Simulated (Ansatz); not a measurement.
The structure below was relaxed with PBE in Ansatz (plane waves to 420 eV, PAW, without spin-orbit coupling), at pressure 75 GPa.

```
Re
1.0
    2.64087     0.00000     0.00000
   -1.32044     2.28706     0.00000
    0.00000     0.00000     4.26636
Re
2
Direct
  0.33333   0.66667   0.75000
  0.66667   0.33333   0.25000
```

**Question.** Find the space group and the Wyckoff positions.

**Answer.** Space group P6₃/mmc (No. 194); a = b = 2.6409 Å, c = 4.2664 Å, α = β = 90.00°, γ = 120.00°

```
atom  site  symmetry       x       y       z
----  ----  --------  ------  ------  ------
Re      2d      -6m2  0.6667  0.3333  0.2500
```

**Question.** Describe the coordination.

**Answer.** The crystal has 2 atoms in its conventional cell. Cell: a = b = 2.6409 Å, c = 4.2664 Å, α = β = 90.00°, γ = 120.00°. Re has 12 Re at 2.622–2.641 Å (anticuboctahedral). (Neighbours: up to the widest gap in distance over summed covalent radii, below 1.35, at either atom.)

Load acts through the strain it causes; cell and atoms are relaxed under it. No phonon test of stability was made. No other phases were tried under pressure. The final runs are not spin-polarised. The cell was made from Re in the hcp (Mg type) structure (space group P6_3/mmc, No. 194) by this change: pressure 75 GPa.

Ansatz is a program for electronic structure.
